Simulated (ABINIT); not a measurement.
ABINIT is run on CrO2 (P-42_1m, 6 atoms in the cell), and the run fails. The aim is a self-consistent single point with DFT, PBEsol+U, plane waves, PAW (JTH v2.0 PBE PAW, files made for PBE).

Cell that was meant: a = 4.4713 Å, b = 4.4713 Å, c = 2.9952 Å, α = 90.00°, β = 90.00°, γ = 90.00°.

Part of the input:

```
         2.5204335733    6.7452375784    1.4355069265
         6.7452375784    5.9291744368    4.2245629675
ecut 30 Ha
pawxcdev 0
ixc -116133
usepawu 1
lpawu 2 -1
```

Log, with long lists cut:

```
 initocc_chkneu: initialized the occupation numbers for occopt= 6
    spin up   values:
  1.00  1.00  1.00  1.00  1.00  1.00  1.00  1.00  1.00  1.00  1.00  1.00
  1.00  1.00  1.00  1.00  1.00  1.00  1.00  1.00  1.00  1.00  1.00  1.00
  1.00  1.00  0.00  0.00  0.00  0.00  0.00  0.00  0.00  0.00  0.00  0.00
  0.00
    spin down values:
  1.00  1.00  1.00  1.00  1.00  1.00  1.00  1.00  1.00  1.00  1.00  1.00
  1.00  1.00  1.00  1.00  1.00  1.00  1.00  1.00  1.00  1.00  1.00  1.00
  1.00  1.00  0.00  0.00  0.00  0.00  0.00  0.00  0.00  0.00  0.00  0.00
  0.00
 LMac pawujat is:            1
 mpi_setup: With nkpt_me=9 and mkmem  = 9, ground state wf handled in core.
 mpi_setup: With nkpt_me=9 and mkqmem = 9, ground state wf handled in core.
 mpi_setup: With nkpt_me=9 and mk1mem = 9, ground state wf handled in core.
getng is called for the coarse grid:
 For input ecut=  3.000000E+01 best grid ngfft=      45      45      30
       max ecut=  3.345353E+01

 ==== FFT mesh ====
  FFT mesh divisions ........................    45   45   30
  Augmented FFT divisions ...................    45   45   30
  FFT algorithm .............................   312
  FFT cache size ............................    16
 getmpw: optimal value of mpw= 3186
getng is called for the fine grid:
 Using supplied coarse mesh as initial guess.
 For input ecut= -1.000000E+00 best grid ngfft=      45      45      30
       max ecut=  3.345353E+01

 ==== FFT mesh ====
  FFT mesh divisions ........................    45   45   30
  Augmented FFT divisions ...................    45   45   30
  FFT algorithm .............................   312
  FFT cache size ............................    16
 Symmetries : space group P-4 2_1 m (#113); Bravais tP (primitive tetrag.)

 getdim_nloc: deduce lmnmax  =  18, lnmax  =   6,
                      lmnmaxso=  18, lnmaxso=   6.

--- !ERROR
src_file: m_memeval.F90
src_line: 2443
mpi_rank: 0
message: |
    The value of (paw)ecutdg is zero or negative, which is forbidden.
...

 abinit_abort: decision taken to exit. Check above messages for more info
Abort(13) on node 0 (rank 0 in comm 0): application called MPI_Abort(MPI_COMM_WORLD, 13) - process 0

--- !ERROR
src_file: m_memeval.F90
src_line: 2443
mpi_rank: 0
message: |
    The value of (paw)ecutdg is zero or negative, which is forbidden.
...
```

Question: From the messages shown, name the fault and mend the input.

Answer: The fault is no cutoff for the fine PAW grid. PAW runs need a second, finer grid for the compensation charges. To fix it, give the fine-grid cutoff. The program stopped before any SCF iteration.

An input that runs soundly differs in these lines (not the only fix; some lines may just follow from the change or write a value another way):
```diff
+pawecutdg 60 Ha
```

With that input, the run converged in 27 iterations: free energy E − TS -6503.41 eV; Fermi level (on the code's own zero) 4.94 eV; pressure -10.92 GPa; largest force (vector length) 0.408 eV/Å; size of the cell's spin moment 4.00 μB (DFT, PBEsol+U, plane waves, PAW (JTH v2.0 PBE PAW, files made for PBE)).

On the sound input: the starting cell comes from a database of computed structures (which also holds hypothetical and non-ambient phases and stackings), without a prior relaxation at this level. The magnetic order is the one reached from the typed start; others were not searched systematically. With U or open f shells several self-consistent states can exist. The potentials were made for another functional than the one used. With a pressure of about -11 GPa the cell is away from its equilibrium volume at this level. Without a gap this mesh is coarse (it stands for a supercell whose shortest vector is 13 Å).
